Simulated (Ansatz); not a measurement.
Take Al2Cu (space group Fm-3m, No. 225; a = 5.727 Å; a cell from a computed database, its experimental status unchecked; relaxed with 0.1 eV smearing) as the base. Axes: x, y, z lie along the cube axes.

Computed with PBEsol/PAW in Ansatz (a quantum-chemistry and plane-wave program), no spin-orbit coupling, earlier PAW set.

A first run, uniaxial strain ε_xx = +1.83 %, gives secant values C11 ≈ 160 GPa and C12 ≈ 67 GPa from its stress. A second run applies isotropic strain +1.87 %.

What does linear elasticity predict for the bulk modulus −ΔP/(ΔV/V₀) in the second run, and what does the run give?

Linear elasticity: (C11 + 2 C12)/3 = 98 GPa. The run gives 90 GPa; any difference comes from nonlinear terms at these strains and numerical noise.

Stability against distortions was not tested. All final runs are without spin polarisation.
